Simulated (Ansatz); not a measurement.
## Converging the plane-wave cutoff: CaI2 (P3m1, 3 atoms in the cell)

```
CaI2
1.0
    4.55161     0.00000     0.00000
   -2.27581     3.94181     0.00000
    0.00000     0.00000     7.24588
Ca I
1 2
Cartesian
  0.00000   0.00000   0.05000
  0.00000   2.62788   1.77017
  2.27581   1.31394   5.47571
```

Method: PBEsol, default PAW files made with PBE (plane waves; Ansatz, a program for electronic structure).

Base settings: basis.ecutwfc = 420 eV; kpoints.mp_grid.grid = 6 6 4; hamiltonian.xc = pbesol; hamiltonian.pseudopotentials = {kind: paw} (the program's default PAW files); scf.occupations.method = fixed.

The second cell is the first with its lattice scaled by 0.98.

The mesh stays at the base's, so the ladder's end is converged at best in this setting alone.

The first pressure column holds Ansatz's estimate of the finite-basis (Pulay) stress, which hides part of the cutoff error; the other is without it.

Only quantities that move along the ladder and can be compared are tabulated.

The count of work is k-points × plane waves × bands × iterations; it is no time. 

The starting cell comes from a database of computed structures (which also holds hypothetical and non-ambient phases and stackings), without a prior relaxation at this level. Its lattice was rescaled by up to half a per cent. One atom was moved a little off its site on purpose.

Steps (basis.ecutwfc): 145 eV; 170 eV; 190 eV; 210 eV; 230 eV; 250 eV; 295 eV; 335 eV; 380 eV; 420 eV; 460 eV; 505 eV; 565 eV; 630 eV; 735 eV; 840 eV; 1010 eV.

Q: What is the coarsest basis.ecutwfc that holds the pressure within 0.05 GPa of the last step, with all finer ones?

A: 295 eV, at 0.15 of the last step's count of work; the step before is off by 0.09 GPa.

Q: What is the coarsest basis.ecutwfc that holds the pressure without the Pulay estimate within 1 GPa of the last step, with all finer ones?

A: 335 eV, at 0.19 of the last step's count of work; the step before is off by 2.9 GPa.

Q: What is the coarsest basis.ecutwfc that holds the energy of the compressed cell less the first within 0.5 meV/atom of the last step, with all finer ones?

A: 295 eV, at 0.15 of the last step's count of work; the step before is off by 0.70 meV/atom.

| basis.ecutwfc | free energy less the last step's (meV/atom) | energy of the compressed cell less the first (meV/atom) | pressure (GPa) | pressure without the Pulay estimate (GPa) | largest difference of a force vector from the last step's (eV/Å) | count of work / last |
|---|---|---|---|---|---|---|
| 145 eV | 67222.63 | -1343.67 | -5.42 | -999.38 | 1.949 | 0.076 |
| 170 eV | 23228.22 | -287.52 | -5.80 | -414.25 | 0.956 | 0.090 |
| 190 eV | 9849.21 | 136.32 | 1.64 | -198.43 | 0.076 | 0.094 |
| 210 eV | 4164.31 | -26.33 | -1.03 | -94.92 | 0.181 | 0.11 |
| 230 eV | 1703.75 | 7.73 | -1.49 | -44.51 | 0.055 | 0.13 |
| 250 eV | 688.65 | -10.56 | -1.30 | -21.06 | 0.007 | 0.14 |
| 295 eV | 71.85 | -10.19 | -1.21 | -4.09 | 0.006 | 0.15 |
| 335 eV | 6.51 | -9.71 | -1.21 | -1.54 | 0.001 | 0.19 |
| 380 eV | 1.32 | -9.87 | -1.22 | -1.23 | 0.000 | 0.23 |
| 420 eV | 0.92 | -9.87 | -1.22 | -1.23 | 0.000 | 0.27 |
| 460 eV | 0.44 | -9.86 | -1.22 | -1.23 | 0.000 | 0.30 |
| 505 eV | 0.20 | -9.86 | -1.22 | -1.22 | 0.000 | 0.36 |
| 565 eV | 0.13 | -9.86 | -1.22 | -1.22 | 0.000 | 0.42 |
| 630 eV | 0.08 | -9.86 | -1.22 | -1.22 | 0.000 | 0.49 |
| 735 eV | 0.05 | -9.86 | -1.22 | -1.22 | 0.000 | 0.62 |
| 840 eV | 0.03 | -9.87 | -1.22 | -1.22 | 0.000 | 0.76 |
| 1010 eV | 0.00 | -9.87 | -1.22 | -1.22 | 0.000 | 1.0 |

The energy difference between the two cells stays within 1 meV/atom of the last step's from 250 eV on, the total only from 420 eV on: much of the error is common to both cells and cancels.

At the lowest cutoff the pressure without the Pulay estimate lies 998 GPa under the last step's, the usual sign of Pulay stress in an incomplete plane-wave basis.

Keys are those of Ansatz 0.2.
